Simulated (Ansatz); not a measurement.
# GaN under a change: N → B

Base system: GaN in the wurtzite structure (space group P6_3mc, No. 186; a = 3.183 Å, c = 5.184 Å).

The change: full substitution N → B; the structure is relaxed again.

The values are results of Ansatz (a quantum-chemistry and plane-wave program), r2SCAN, PAW, cutoff 500 eV, no spin-orbit coupling, not measurements. Γ-centred 15×15×10 mesh, Fermi–Dirac width 0.05 eV, for the changed cell.

The space group changes from P6_3mc (No. 186) to P6_3/mmc (No. 194) and the band gap changes from 2.35 eV to zero.

Whether these cells are dynamically stable was not tested. As relaxed here, GaB is a hypothetical phase, not in the database extracts checked. All final runs are without spin polarisation.
